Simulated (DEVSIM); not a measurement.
Structure: Al/SiON/p-Ge capacitor, at 300 K.

| layer (left to right) | material | thickness (nm) | Na (cm⁻³) |
|---|---|---|---|
| 1 | SiON | 7.60 | - |
| 2 | Ge | 4600 | 1.7e16 |

Metal gate on the left, work function 4.1 eV. Fixed charge at the semiconductor interface 0 cm⁻² (in units of +e); interface traps 1e12 cm⁻² eV⁻¹, uniform in energy, neutral level at 0.5 of the gap above the valence band.

This is a model device: material constants are rounded textbook-type values typed into the input, and sizes, dopings and lifetimes were drawn at random. Values at 300 K.

| parameter | SiON | Ge |
|---|---|---|
| gap (eV) | 7 | 0.664 |
| affinity (eV) | 1.4 | 4 |
| permittivity | 5.5 | 16 |
| Nc (cm⁻³) | - | 1.04e19 |
| Nv (cm⁻³) | - | 6e18 |

DEVSIM, 1D Poisson equation in equilibrium, Boltzmann statistics, complete ionisation; no quantum confinement or tunnelling. Metal contacts follow the ideal Schottky-Mott rule: no Fermi-level pinning, no interface dipoles.

Give the band bending (positive: bands bend down) and minority sheet density.


```csv
Vg (V),ψs (V),minority carriers (cm⁻²)
-1.05,-0.151,< 1e8
-0.9,-0.132,< 1e8
-0.75,-0.105,< 1e8
-0.6,-0.064,< 1e8
-0.45,0.004,< 1e8
-0.3,0.097,< 1e8
-0.15,0.200,< 1e8
0,0.307,3.1e9
0.15,0.402,9.0e10
0.3,0.452,4.2e11
0.45,0.480,8.8e11
0.6,0.499,1.4e12
```
